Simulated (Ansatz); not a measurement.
The parent structure is TiO2 in the rutile structure (space group P4_2/mnm, No. 136; a = 4.591 Å, c = 2.939 Å). Axes: x, y, z lie along a, b, c of the conventional cell.

The values are results of plane-wave PAW DFT at the PBEsol level (Ansatz, an electronic-structure program, 420 eV), spin-orbit coupling left out, not measurements.

Base values:

| Quantity | Value |
|---|---|
| Band gap | 1.87 eV |

The change: uniaxial strain ε_xx = +0.60 %, all other strain components held at zero, atoms relaxed at fixed cell.

Q: How does this affect the energy relative to the base, stress and band gap?

A: The energy increases by 0.3 meV/atom; the stress (xx, yy, zz, yz, xz, xy; compression positive) comes out as (-1.66, -1.14, -0.97, 0.00, 0.00, 0.00) GPa; the band gap stays 1.87 eV.

Whether these cells are dynamically stable was not tested. All final runs are without spin polarisation.
